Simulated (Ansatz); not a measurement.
**Ti: isotropic strain −1.50 %**

The parent structure is Ti in the hcp (Mg type) structure (space group P6_3/mmc, No. 194; a = 2.9016 Å, c = 4.5930 Å; relaxed with 0.1 eV smearing).

Perturbation: every lattice vector is shortened by 1.50 %, atoms relaxed at fixed cell.

Calculations: PBEsol (Ansatz, an electronic-structure program; PAW; 420 eV plane waves; without spin-orbit coupling). Settings: 23×23×13 k-points, 0.1 eV Fermi–Dirac smearing.

| quantity | base | changed | shift |
|---|---|---|---|
| volume per atom | 16.74 Å³ | 16.00 Å³ | -0.74 Å³ |
| space group | P6_3/mmc (No. 194) | P6_3/mmc (No. 194) | – |
| shortest interatomic distance | 2.843 Å | 2.800 Å | -0.043 Å |
| energy relative to the base (free energy F) | 0 meV/atom | +13 meV/atom | +13 meV/atom |
| band gap | zero | zero | – |

Final structure:

```yaml
crystal:
  lattice:
    - [2.85811, 0.00000, 0.00000]
    - [-1.42906, 2.47520, 0.00000]
    - [0.00000, 0.00000, 4.52406]
  atoms:
    - { symbol: Ti, position: [0.66667, 0.33333, 0.75000] }
    - { symbol: Ti, position: [0.33333, 0.66667, 0.25000] }
```

Whether these cells are dynamically stable was not tested. The final runs are not spin-polarised.
